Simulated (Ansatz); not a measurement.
Ru on the 1x1 (0001) surface of corundum (cut with top plane Al), one in a 1x1 cell, energies for each (20.0 Å²). Energies are against an atom of hcp Ru, without zero-point or thermal terms; each row is named by its start (#2, #3: further inequivalent places of a kind).

Host crystal: corundum, with a band gap (PBE, scalar-relativistic without spin-orbit coupling).

The numbers are results of PBE (plane waves to 420 eV, PAW; Ansatz, a first-principles code), not measurements.

Model: 21-atom slab, 6.7 Å thick at the start under the adsorbate (thin: gaps and levels are the slab's own), 6x6x1 mesh, Fermi-Dirac 0.01 eV, dipole correction, 9 atoms held, the rest relaxed; each run with such symmetry as its start has; spin-polarised, no spin-orbit, no U, no dispersion correction.

A negative adsorption energy means that the adsorbate is more stable on the surface than in its reference. Starts that drift may end in the same place. Heights count from the host atoms within 0.3 Å of the top one. Moments of ungapped slabs depend on the mesh.

```
starting site                             E_ads (eV)  height (Å)  nearest host atom (Å)   bonded to  change of the vacuum step (eV)  lateral drift (Å)  moment (μB)
----------------------------------------  ----------  ----------  ---------------------  ----------  ------------------------------  -----------------  -----------
top Al                                           [?]        2.78                Al 2.58          Al                           -1.55                0.0          3.1
top O                                           4.76        0.97                 O 2.26  4 Al + 3 O                           -0.11                1.5          2.4
over Al at depth 1.0 Å                          5.19        1.07                 O 2.36  4 Al + 3 O                             [?]                0.0          2.4
over Al at depth 1.2 Å                          4.76        0.97                 O 2.28  4 Al + 3 O                           -0.11                0.0          2.4
hollow Al-O-O-O over O at depth 2.3 Å           4.76        0.97                 O 2.25  4 Al + 3 O                           -0.11                1.6          2.4
hollow Al-O-O-O over O at depth 2.3 Å #2        4.76        0.97                 O 2.26  4 Al + 3 O                           -0.11                1.8          2.4
bridge O-O (span 2.6 Å)                         4.76        0.97                 O 2.25  4 Al + 3 O                           -0.12                0.8          2.4
```

### Question
Fill in the missing entries.

### Answer

- top Al, E_ads (eV): 6.26
- over Al at depth 1.0 Å, change of the vacuum step (eV): -0.26
